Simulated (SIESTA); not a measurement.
SIESTA run on Al₂Pt (Fm-3m, 3 atoms in the cell): self-consistent single point.

Level of theory: GGA PBE, numerical atomic orbitals DZP, PseudoDojo PBE standard norm-conserving potentials (rewritten from UPF to PSML) run with SIESTA 5.4.2.

The change in words: lattice scaled by 0.98. Reference geometry:
```
Al2Pt
1.0
    0.00000     2.91142     2.91142
    2.91142     0.00000     2.91142
    2.91142     2.91142     0.00000
Al Pt
2 1
Direct
  0.25000   0.25000   0.25000
  0.75000   0.75000   0.75000
  0.00000   0.00000   0.00000
```

Reference input (self-consistent single point, DFT, GGA PBE, numerical atomic orbitals DZP, PseudoDojo PBE standard norm-conserving potentials (rewritten from UPF to PSML)): XC.functional = GGA; XC.authors = PBE; potentials = PseudoDojo PBE standard; PAO.BasisSize = DZP; PAO.EnergyShift = 0.01 Ry; MeshCutoff = 350 Ry; kgrid.MonkhorstPack = 13 13 13; OccupationFunction = MP; OccupationMPOrder = 0; ElectronicTemperature = 0.1 eV; MaxSCFIterations = 150; SCF.Mixer.Method = Broyden. This run's input differs from it in these lines:

```diff
@@ -10,7 +10,7 @@
 %endblock ChemicalSpeciesLabel
-LatticeConstant              4.117371 Ang
+LatticeConstant              4.035024 Ang
 %block LatticeVectors
-     0.000000000    0.707106792    0.707106792
-     0.707106792    0.000000000    0.707106792
-     0.707106792    0.707106792    0.000000000
+     0.000000000    0.707106823    0.707106823
+     0.707106823    0.000000000    0.707106823
+     0.707106823    0.707106823    0.000000000
 %endblock LatticeVectors
@@ -18,4 +18,4 @@
 %block AtomicCoordinatesAndAtomicSpecies
-     1.455710500    1.455710500    1.455710500  1
-     4.367131500    4.367131500    4.367131500  1
+     1.426596500    1.426596500    1.426596500  1
+     4.279789500    4.279789500    4.279789500  1
      0.000000000    0.000000000    0.000000000  2
```

Output (repeated stretches shortened):

```
        iscf     Eharris(eV)        E_KS(eV)     FreeEng(eV)     dDmax    Ef(eV) dHmax(eV)
   scf:    1    -3613.897871    -3665.185146    -3665.195542  1.599007 -2.922825 23.823020
   scf:    2    -3687.696972    -3680.199960    -3680.203716  0.254955 -3.828676  5.037910
   scf:    3    -3681.034234    -3680.788486    -3680.792550  0.076681 -3.997031  0.747323
   scf:    4    -3680.743990    -3680.782270    -3680.786488  0.041765 -4.053782  0.735686
   scf:    5    -3680.808085    -3680.799765    -3680.803942  0.008841 -4.030591  0.109526
   [... 7 lines left out ...]
   scf:   13    -3680.800134    -3680.800134    -3680.804302  0.000021 -4.027486  0.000387
   scf:   14    -3680.800134    -3680.800134    -3680.804302  0.000015 -4.027505  0.000297
   scf:   15    -3680.800134    -3680.800134    -3680.804302  0.000011 -4.027519  0.000231
   scf:   16    -3680.800134    -3680.800134    -3680.804302  0.000008 -4.027529  0.000183
SCF Convergence by DM+H criterion
max |DM_out - DM_in|         :     0.0000082529
max |H_out - H_in|      (eV) :     0.0001826274
SCF cycle converged after 16 iterations

Using DM_out to compute the final energy and forces

siesta: E_KS(eV) =            -3680.8001

siesta: E_KS - E_eggbox =     -3680.8001

siesta: Atomic forces (eV/Ang):
     1   -0.000068   -0.000068   -0.000068
     2    0.000068    0.000068    0.000068
     3    0.000000    0.000000    0.000000
   Tot    0.000000    0.000000    0.000000
   Max    0.000068
   Res    0.000056    sqrt( Sum f_i^2 / 3N )
   Max    0.000068    constrained

Stress tensor Voigt[x,y,z,yz,xz,xy] (kbar):     -214.18     -214.18     -214.18       -0.05       -0.05       -0.05
(Free)E + p*V (eV/cell)    -3674.5942
Target enthalpy (eV/cell)    -3680.8043

   [... lines left out ...]
siesta: FreeEng =     -3680.804302
siesta: Cell volume =         46.454035 Ang**3
siesta:         214.18340481        214.17668700  kBar
   [... lines left out ...]
   3 17.679   1.891  -0.268   0.444   1.974   1.974   1.974   0.378   0.378
              0.378   1.605   1.605   1.702   1.605   1.702   0.077   0.077

              0.053   0.077   0.053

mulliken: Qtot =       24.000

Mulliken Atomic Populations:
Atom #   charge [q] valence [e]  Species
     1    -0.160713    3.160713  Al
     2    -0.160713    3.160713  Al
     3     0.321425   17.678575  Pt
 Total    -0.000000
```

The run converged in 16 iterations. Against the reference run the free energy goes up by 92.9 meV/atom and the pressure goes from 9.98 to 21.42 GPa.

The starting cell comes from a database of computed structures (which also holds hypothetical and non-ambient phases and stackings), without a prior relaxation at this level. Its lattice was rescaled by a random factor within 2.5 % of one. For this run, on top of that: lattice scaled by 0.98. Spin polarisation is off. Values carry the incompleteness of an atom-centred basis. With a pressure of about 21 GPa the cell is away from its equilibrium volume at this level.

Cost on one core of a shared machine: roughly 5 min.
